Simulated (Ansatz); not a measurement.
Reference: SrTe (Fm-3m), PBEsol with spin-orbit coupling, rigid bands (plane waves, PAW; Ansatz, a quantum-chemistry and plane-wave program); geometry: cell and atoms relaxed with PBEsol.

```cif
data_Sr4Te4
_chemical_formula_sum 'Sr4 Te4'
_space_group_name_H-M_alt 'Fm-3m'
_space_group_IT_number 225
_space_group_name_Hall '-F 4 2 3'
_cell_length_a 6.60688
_cell_length_b 6.60688
_cell_length_c 6.60688
_cell_angle_alpha 90.000
_cell_angle_beta 90.000
_cell_angle_gamma 90.000
loop_
_atom_site_label
_atom_site_type_symbol
_atom_site_symmetry_multiplicity
_atom_site_Wyckoff_symbol
_atom_site_fract_x
_atom_site_fract_y
_atom_site_fract_z
_atom_site_occupancy
Sr1 Sr 4 a 0.00000 0.00000 0.00000 1
Te1 Te 4 b 0.50000 0.50000 0.50000 1
```
(The calculation used a cell of 2 atoms; values per cell refer to that cell.)

The band gap is 1.29 eV and the electron conductivity mass comes out as 0.34 mₑ. The hole conductivity mass is 0.49 mₑ and the Seebeck coefficient, n-type 1e19 cm⁻³ comes out as -282 μV/K.

Swap Sr for Ba, keeping the structure type. How do these values move?

BaTe (Fm-3m): volume per atom 36.0 to 41.8 Å³; band gap falls (1.29 eV to 1.19 eV); electron conductivity mass rises (0.34 mₑ to 0.36 mₑ); hole conductivity mass stays about the same (0.49 mₑ to 0.50 mₑ); Seebeck coefficient, n-type 1e19 cm⁻³ stays about the same (-282 μV/K to -288 μV/K).

Moves up to 5 % count as about the same. Masses are for dilute carriers at 300 K, harmonic means over directions unless an axis is named. Seebeck coefficients are for the stated density at 300 K, with one relaxation time for all states and whether or not that doping can be reached.

Formula and space group known from diffraction (Crystallography Open Database), not checked to be the room-temperature form: BaTe (Fm-3m). Computed structure with no diffraction record at hand here (it may be known, metastable or hypothetical): SrTe (Fm-3m).
